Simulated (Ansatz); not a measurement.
## The (31-43) surface of hcp Mg in its 1x1 cell, outermost plane spacing 0.12 Å in the ideal cut

Level of theory: r2SCAN, at the PBE geometry (plane waves to 500 eV, PAW; Ansatz, an electronic-structure program).

Set-up: 30 atoms, 9.9 Å thick at the start (thin: gaps and levels are the slab's own); mesh 7x4x1; 0.1 eV smearing; dipole correction on; single point; on the structure that PBE left under its start's symmetry; no spin, no spin-orbit, no U.

* **surface energy (mean of both faces)**: 0.80 J/m²
* **work function of the top face**: 3.67 eV
* **cost**: roughly 8 core-minutes
